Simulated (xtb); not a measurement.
xtb 6.7.1, GFN1-xTB: C[Si](O)(O)CC[SiH2]F, 19 atoms. The geometry is a generated start, not checked to be a minimum at this level.

```yaml
run_flags: --grad
method: GFN1-xTB
"--acc": 1 (default)
"--etemp (K)": 300 (default)
basis_functions: 66
valence_electrons: 50
```

```xyz
19

Si     3.0260     0.7120     0.1229
F      3.6134    -0.4520     1.0782
C      1.1428     0.7444     0.3128
C      0.4889    -0.6062    -0.0082
Si    -1.4065    -0.5724     0.1958
C     -2.1973     0.5858    -1.0859
O     -2.0335    -2.0909     0.1204
O     -1.8057    -0.0466     1.6819
H      3.6720     1.9296     0.5895
H      3.4455     0.2999    -1.2122
H      0.7165     1.5101    -0.3343
H      0.8725     1.0255     1.3320
H      0.9162    -1.3660     0.6497
H      0.7594    -0.8983    -1.0242
H     -1.9591     0.2878    -2.1030
H     -1.8573     1.6071    -0.9561
H     -3.2783     0.5901    -0.9863
H     -1.9789    -2.5854    -0.6910
H     -2.1367    -0.6747     2.3177
```

One run each on 1 thread. Values of broydamp tried: 0.02, 0.05, 0.1, 0.2, 0.4 (default), 0.6, 0.8, 1.

Question: Which value of broydamp needs the fewest SCC iterations, and what happens away from it?

Answer: Fewest SCC iterations, within one of each other: 0.4 (default) with 11, 0.6 with 10, 0.8 with 11. The count rises to 18 at 0.02. All converge to one solution.

| broydamp | SCC iterations | end |
|---|---|---|
| 0.02 | 18 | same solution |
| 0.05 | 16 | same solution |
| 0.1 | 15 | same solution |
| 0.2 | 12 | same solution |
| 0.4 (default) | 11 | same solution |
| 0.6 | 10 | same solution |
| 0.8 | 11 | same solution |
| 1 | 12 | same solution |
